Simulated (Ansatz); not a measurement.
Results of G0W0@PBEsol+SOC in Ansatz (hard PAW, contour deformation, complete-basis limit, spin–orbit shift from PBEsol) for Li3HSe (model structure, started from the Li3OCl type, Pm-3m, No. 221, 5 atoms in the cell).

Numerical settings: largest k mesh 6×6×6 (not extrapolated in the mesh).

Cell (relaxed with PBEsol):

Li3HSe has the cubic space group Pm-3m (No. 221), the anti-perovskite structure, Pearson symbol cP5. Lattice parameters: a = b = c = 4.7460 Å, α = β = γ = 90.00°. Li on 3c has 2 Se at 2.373 Å (linear). H on 1a is surrounded by no neighbour by this rule. Se on 1b has 6 Li at 2.373 Å (octahedral). (Neighbours: up to the widest gap in distance over summed covalent radii, below 1.35, at either atom; cation-cation and far metal-metal contacts left out.)

Question: Give the computed band gap.

Answer: 
band gap: 3.32 eV

Note: spin–orbit coupling enters as the shift of the gap found with a semilocal functional; the relaxation could raise the start's symmetry but not lower it, so the cell can be a saddle point.

Static lattice: no zero-point or thermal effects.

It cost roughly 110 core-minutes of CPU time.

A model structure was made by putting elements into a prototype or built by hand; it is no filed structure, need not be a known phase, and can be a saddle point held by its symmetry.

Ansatz is a program for electronic structure.
